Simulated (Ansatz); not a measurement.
Input and report of a finite-temperature phonon run in Ansatz (PBEsol). The cell was generated from a structure type, relaxed within its symmetry, and need not be the phase found at ambient conditions. Spin-orbit coupling is not included. The cell is strained by 1.0 % in length from its relaxed static size. Melting and transitions to other phases are not modelled.

Ansatz 0.2 input:
```yaml
crystal:
  lattice:
    - [5.9404098499, 0.0, 0.0]
    - [0.0, 5.9404098499, 0.0]
    - [0.0, 0.0, 5.9404098499]
  atoms:
    - { symbol: Cs, position: [0.0, 0.0, 0.0] }
    - { symbol: Pb, position: [0.5, 0.5, 0.5] }
    - { symbol: Br, position: [0.0, 0.5, 0.5] }
    - { symbol: Br, position: [0.5, 0.5, 0.0] }
    - { symbol: Br, position: [0.5, 0.0, 0.5] }
kpoints:
  mp_grid: { grid: [4, 4, 4] }
hamiltonian:
  xc: pbesol
  pseudopotentials: { kind: paw }
scf:
  occupations: { method: fixed }
phonons:
  supercell: [2, 2, 2]
  self_consistent:
    temperatures: [300, 600]
    max_frequency_error: 3.0
    max_frames: 240
checkpoint:
  write: run
output:
  stress: true
```

```
--- Phonons at temperature: the self-consistent harmonic approximation ---
  40 frames of 40 atoms (2×2×2 cells), in populations of 8, 8, 8 at 600 K and 8, 8 at 300 K: nothing lacks frames
  of 40 their SCF's own steps read whether they stand on a minimum of the electronic energy; no probe, look outside the group or whole filling of a shell is made of a frame, whatever scf.lower_state_search; one on another minimum than the …
  at 300 K
    the largest error of a frequency is 0.49 times what was asked for; the fitted model misses 4.6 % of the forces, every mode counted alike and far frames for less, of frames that it was not fitted to; the frames count as 15.9 of this …
    softest of the free energy's second derivatives: -10.83 ± 1.89 cm⁻¹ at q 0.0000 0.5000 0.5000; ahead of this temperature's last population -10.60
    the free energy falls along one of these modes: the crystal does not stand in this phase at this temperature
    the ions' mean positions are those at rest
    free energy -25557.057477 ± 0.000440 eV a cell, of which vibrations -0.626820; entropy 301.803 ± 0.130 J/(mol·K) of cells
      by the supercell's own 117 modes alone, which lack the rigid motions: not to be laid beside figures on a mesh. There are none: the force constants hold no dipole–dipole term between the supercell's wave vectors
      the supercell's own free energy is the best Gaussian's, an upper bound on the crystal's: what lies beyond it on the fitted surface stands below, to be added
    pressure -0.2880 ± 0.0068 GPa; at rest -0.5976, so that the ions' motion makes +0.3096
      stress (GPa, positive in compression): xx -0.2880 ± 0.0068, yy -0.2880 ± 0.0068, zz -0.2880 ± 0.0068, yz 0.0000 ± 0.0000, xz 0.0000 ± 0.0000, xy -0.0000 ± 0.0000
      by the supercell's own 117 modes alone, which lack the rigid motions: in the warmth about 1/40 of what the motion makes, which no ± holds; not to be laid beside figures on a mesh
    beyond the Gaussian, in the hollow that it stands in and those that the ions reach from there, by exact statistics on the surface that is fitted to the frames (rings of 2 beads):
      15 configuration(s) of the rings are solved and fitted beside the frames
      free energy -0.047777 ± 0.003812 eV a cell
      leaving out a pair of frames, or group of many, changes the fitted energy by up to 0.12 k_B T, T the rings' temperature (one standard deviation); of these ± those of the frequencies lack the bias that few frames leave, and those of …
      pressure -0.1390 ± 0.0141 GPa; with it, by the rings' own mean, -0.4270 ± 0.0169, so that the ions' motion makes +0.1706: by the supercell's own 117 modes alone, as the Gaussian's
      mean square displacement, over the three axes, of site 2 from 0, Br, the most changed: 0.39088 ± 0.00277 Å², of which +0.18327 beyond the Gaussian's
      softest frequency by how far the rings' centres move (above zero always: no sign of whether the crystal stands): 8.96 ± 0.15 cm⁻¹ at q 0.5000 0.0000 0.5000
    frequencies (cm⁻¹; below zero: imaginary; ±: error) of the harmonic crystal, of the Gaussian, of the free energy's second derivatives, each in its own ascending order
      q 0.0000 0.0000 0.0000
           -23.41       31.49 ±  0.18       24.18 ±  1.00
           -23.41       31.49 ±  0.18       24.18 ±  1.00
           -23.41       31.49 ±  0.18       24.18 ±  1.00
            -5.15       35.25 ±  0.18       27.80 ±  0.51
            -5.15       35.25 ±  0.18       27.80 ±  0.51
            -5.15       35.25 ±  0.18       27.80 ±  0.51
            34.02       45.21 ±  0.39       41.46 ±  0.66
            34.02       45.21 ±  0.39       41.46 ±  0.66
            34.02       45.21 ±  0.39       41.46 ±  0.66
            77.51       85.78 ±  0.60       80.28 ±  1.52
            77.51       85.78 ±  0.60       80.28 ±  1.52
            77.51       85.78 ±  0.60       80.28 ±  1.52
      q 0.0000 0.0000 0.5000, and 2 like it
           -18.25       22.58 ±  0.09       17.61 ±  0.38
           -18.25       22.58 ±  0.09       17.61 ±  0.38
            -7.20       26.97 ±  0.09       18.58 ±  0.74
            -7.20       26.97 ±  0.09       18.58 ±  0.74
            17.84       38.79 ±  0.29       31.23 ±  0.83
            26.71       40.58 ±  0.18       34.38 ±  0.42
            26.71       40.58 ±  0.18       34.38 ±  0.42
            31.17       42.40 ±  0.07       34.91 ±  2.43
            31.17       42.40 ±  0.07       37.90 ±  0.25
            31.57       43.10 ±  0.25       37.90 ±  0.25
            32.49       44.41 ±  0.23       37.93 ±  0.60
            77.52       84.93 ±  0.24       79.23 ±  0.46
            77.52       84.93 ±  0.24       79.23 ±  0.46
            89.46       90.18 ±  0.24       84.53 ±  1.29
           149.45      145.49 ±  0.32      137.94 ±  1.86
      q 0.0000 0.5000 0.5000, and 2 like it
           -29.40       15.64 ±  0.13      -10.83 ±  1.89
           -22.10       27.79 ±  0.14       15.80 ±  0.96
           -22.10       31.19 ±  0.24       20.63 ±  1.18
           -10.57       31.19 ±  0.24       20.63 ±  1.18
            23.04       32.79 ±  0.16       32.00 ±  0.18
            23.04       39.12 ±  0.24       33.69 ±  0.51
            31.53       39.12 ±  0.24       33.69 ±  0.51
            31.58       40.29 ±  0.17       33.84 ±  0.61
            31.58       40.29 ±  0.17       33.84 ±  0.61
            49.98       60.49 ±  0.30       55.28 ±  0.48
            77.48       84.97 ±  0.83       79.18 ±  1.07
            88.55       87.68 ±  0.26       82.61 ±  0.42
            88.55       87.68 ±  0.26       82.61 ±  0.42
           130.68      126.14 ±  0.39      119.05 ±  0.86
           154.63      151.40 ±  0.51      143.55 ±  1.45
      q 0.5000 0.5000 0.5000
           -29.58       15.14 ±  0.21       -9.92 ±  1.16
           -29.58       15.14 ±  0.21       -9.92 ±  1.16
```

Cost: very roughly 3 core-hours.

Ansatz is a quantum-chemistry and plane-wave program.
